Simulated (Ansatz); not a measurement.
We consider InSe (P6₃/mmc, No. 194, 8 atoms in the cell; start mp-20485; a measured phase of this formula has another space group), described by PBE0 in Ansatz (PAW).

Run with plane-wave cutoff 500 eV, 6×6×2 k mesh (along the axes of the cell as run), gaussian smearing 0.02 eV, scalar-relativistic PAW data made under PBE.

Cell (relaxed with r²SCAN):

```cif
data_In4Se4
_chemical_formula_sum 'In4 Se4'
_space_group_name_H-M_alt 'P63/mmc'
_space_group_IT_number 194
_space_group_name_Hall '-P 6c 2c'
_cell_length_a 4.04331
_cell_length_b 4.04331
_cell_length_c 17.43247
_cell_angle_alpha 90.000
_cell_angle_beta 90.000
_cell_angle_gamma 120.000
loop_
_atom_site_label
_atom_site_type_symbol
_atom_site_symmetry_multiplicity
_atom_site_Wyckoff_symbol
_atom_site_fract_x
_atom_site_fract_y
_atom_site_fract_z
_atom_site_occupancy
In1 In 4 f 0.33333 0.66667 0.16974 1
Se1 Se 4 f 0.66667 0.33333 0.09753 1
```

**Question.** Give the computed band gap.

**Answer.** 
- band gap: 1.86 eV (on the SCF k mesh)

Note: cell and atoms aren't relaxed at this level (largest force component 0.11 eV/Å); the cell has widely spaced layers and the level no dispersion term, so their spacing and the moduli can rest on weak binding.

Spin–orbit coupling is not included.

Computed values are for the static lattice.

A start named mp-… is a Materials Project structure, which need not be a measured phase.

Ansatz is a first-principles code.
